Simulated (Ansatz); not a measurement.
Cost and result by functional for the adsorption energy of CH3 on the 1x1 (110) surface of bcc W, one in a 2x2 cell, started at the site 'bridge W-W (span 3.2 Å)', in Ansatz (plane waves, PAW). Single points on the PBE structure, on one kind of machine; costs are rough ratios of the slab run's core time (references not counted) to the cheapest single point. r2SCAN's cost holds its higher cutoff (500 against 420 eV). Differences are taken against r2SCAN for comparison alone: no measured value is at hand, so the table doesn't rank accuracy.

Model: 20-atom slab, 6.6 Å thick at the start under the adsorbate (thin: gaps and levels are the slab's own), 6x6x1 mesh, Fermi-Dirac 0.1 eV, dipole correction, 8 atoms held, the rest relaxed; no symmetry held; no spin, no spin-orbit, no U, no dispersion correction. At the end it is bonded to 3 W. In PBE it is, or lies within 0.03 eV of, the lowest of the starts that converged. These notes are the PBE run's. Adsorption energies are against CH4(g) − ½ H2(g). A negative adsorption energy means that the adsorbate is more stable on the surface than in its reference.

| functional | relative cost | adsorption energy (eV) | less r2SCAN (eV) |
|---|---|---|---|
| RPBE | 1 | 0.29 | 0.46 |
| r2SCAN | 2 | -0.18 | 0.00 |
| PBE (the relaxed run's value) | – | -0.01 | 0.17 |

The values span 0.46 eV, while the single points' costs differ by a factor of roughly 2. Differences are of unrounded values.

Ansatz is a program for electronic structure.
